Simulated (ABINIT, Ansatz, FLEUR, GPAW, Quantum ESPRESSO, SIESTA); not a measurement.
One structure in several programs: CrO₂ (P4_2/mnm, 6 atoms in the cell)

Self-consistent single point.

```
CrO2
1.0
    4.45328     0.00000     0.00000
    0.00000     4.45328     0.00000
    0.00000     0.00000     2.94303
Cr O
2 4
Cartesian
  0.00000   0.00000   1.47151
  2.22664   2.22664   0.00000
  0.87845   0.87845   0.00000
  3.57483   3.57483   0.00000
  1.34819   3.10510   1.47151
  3.10510   1.34819   1.47151
```
Moments meant for the start (each program seeds them in its own way; μB, in the order of the atoms Cr Cr O O O O): 3.0 3.0 0.0 0.0 0.0 0.0.

All programs got the same cell, k-point mesh and kind of occupations, and the same starting moments (in Ansatz's words: kpoints.mp_grid.grid = 5 5 7; magnetization.spin_polarized = true; scf.occupations.method = gaussian; scf.occupations.width = 0.272 eV); potentials, basis and cutoffs are each program's usual ones.

| code | model | pressure (GPa) | largest force (eV/Å) | size of the net moment (μB/atom) | k-points | cutoff |
|---|---|---|---|---|---|---|
| Ansatz | PBE, default PAW files | -3.90 | 0.129 | 0.67 | 24 | 420 eV |
| FLEUR | PBE, all-electron FLAPW (FLEUR), scalar-relativistic valence | – | 0.175 | 0.67 | 24 | Kmax 4.7 1/bohr |
| ABINIT | PBE, PAW (JTH v2.0 PBE PAW) | -3.38 | 0.122 | 0.67 | 24 | 30 Ha |
| SIESTA | GGA PBE, numerical atomic orbitals TZP, PseudoDojo PBE standard norm-conserving potentials (rewritten from UPF to PSML) | -5.85 | 0.142 | 0.67 | 88 | grid 350 Ry |
| GPAW | PBE, GPAW PAW datasets PBE (gpaw-data 1.0.1) | – | 0.096 | 0.67 | 24 | 900 eV |
| Quantum ESPRESSO | PBE, SSSP 1.1.2 efficiency (PBE) pseudopotentials | -3.23 | 0.127 | 0.67 | 24 | 55 Ry |

A dash marks a value that a program does not give, or that is left out as unsure.

The spread over the programs that give each value: pressure within 2.62 GPa; largest force within 0.079 eV/Å; size of the net moment within 0.00 μB/atom.

The starting cell comes from a database of computed structures (which also holds hypothetical and non-ambient phases and stackings), without a prior relaxation at this level. Its lattice was rescaled by a random factor within 2.5 % of one. On Ansatz's run: The magnetic order is the one reached from the typed start; others were not searched systematically. In the base run, with a pressure of about -3 GPa the cell is away from its equilibrium volume at this level.

Question: Why do the programs differ, and what cannot be compared?

Answer: Differences of this kind can come from the potentials, where these differ, and from what each basis and cutoff leave unconverged. The valence holds different numbers of electrons (Ansatz (a quantum-chemistry and plane-wave program) 52, FLEUR 52, ABINIT 52, SIESTA 52, GPAW 36, Quantum ESPRESSO 52). The zero of total energies and Fermi levels follows the potentials and each program's conventions, so they are not compared here. SIESTA uses small atom-centred bases, whose incompleteness enters pressures, forces and empty levels differently from a plane-wave cutoff. FLEUR treats all electrons, but the usual bases taken here (sphere radii, linearisation, local orbitals, empty states) were not tested for convergence, so the values are no reference for the others. Ansatz's pressure is given at a fixed set of plane waves, as the other plane-wave codes print theirs; with its correction for the finite basis it is -3.01 GPa (the shift of 0.89 GPa shows how far the cutoff is from converged). The pressure of GPAW is left out: its cutoff lies under the one at which its stress was checked. Site moments depend on each program's spheres or projections; the total moment of the cell does not. The programs reduce the same mesh by symmetry to different extents, which changes the work and not the result. In the pressure, SIESTA (by 2.47) lies more than 1 GPa from the median of the plane-wave programs.

Keys are those of Ansatz 0.2.
